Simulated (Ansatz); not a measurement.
The starting structures come from a database of crystals and need not be the phases stable at ambient conditions.

By PBEsol, the system below comes out a metal.

Given:

```xyz
1
Lattice="2.9056 0.0000 0.0000 0.0000 2.9056 0.0000 1.4528 -1.4528 2.0546" Properties=species:S:1:pos:R:3 pbc="T T T"
Ti     0.0000     0.0000     0.0000
```

Space group of this cell: Fm-3m, fcc (Cu type). The cell is taken as given; by PBEsol its mean pressure is -4.2 GPa.

These are PBEsol (plane waves, PAW; Ansatz, a program for electronic structure) values and carry that method's errors.

The current runs along the normal of the first two printed vectors; no spin-orbit coupling. Scaled by the factor s: all lengths (ions clamped). Meshes 28×28×28 and 32×32 across the current in all rows.

```tsv
s	mean pressure (GPa)	ballistic conductance per area (both spins) (× 10¹⁵ S/m²)
0.98	2.6	?
1.00	-4.2	1.30
1.02	-9.5	1.20
```

Question: Take the slope of the ballistic conductance per area (both spins) against ln s from the two given rows, extrapolate to s = 0.98, and say what the run there gives.

Answer: Slope = (1.20 − 1.30) / ln 1.02 = -5.05 × 10¹⁵ S/m². The line gives 1.30 + (-5.05) × ln 0.98 = 1.40 × 10¹⁵ S/m². The run gives 1.37 × 10¹⁵ S/m², 0.03 × 10¹⁵ S/m² under the line, 31 % of the predicted step.
